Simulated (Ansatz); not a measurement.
Take InAgTe2 in the chalcopyrite structure (space group I-42d, No. 122) as the base.

```cif
data_Ag4In4Te8
_chemical_formula_sum 'In4 Te8 Ag4'
_space_group_name_H-M_alt 'I-42d'
_space_group_IT_number 122
_space_group_name_Hall 'I -4 2bw'
_cell_length_a 6.35355
_cell_length_b 6.35355
_cell_length_c 12.63741
_cell_angle_alpha 90.000
_cell_angle_beta 90.000
_cell_angle_gamma 90.000
loop_
_atom_site_label
_atom_site_type_symbol
_atom_site_symmetry_multiplicity
_atom_site_Wyckoff_symbol
_atom_site_fract_x
_atom_site_fract_y
_atom_site_fract_z
_atom_site_occupancy
In1 In 4 b 0.00000 0.00000 0.50000 1
Te1 Te 8 d 0.23982 0.25000 0.12500 1
Ag1 Ag 4 a 0.00000 0.00000 0.00000 1
```
(The calculation used a cell of 8 atoms; values per cell refer to that cell.)

Level of theory: LDA, PAW, 420 eV (Ansatz, a quantum-chemistry and plane-wave program; spin-orbit coupling left out).

Before the change:

Volume per atom: 31.88 Å³

Modification: a hydrostatic pressure of 0.9 GPa.

Predict the new volume per atom.

The volume per atom decreases by 0.55 Å³ (31.88 Å³ → 31.33 Å³).

Load acts through the strain it causes; cell and atoms are relaxed under it. Whether these cells are dynamically stable was not tested. The final runs are not spin-polarised.
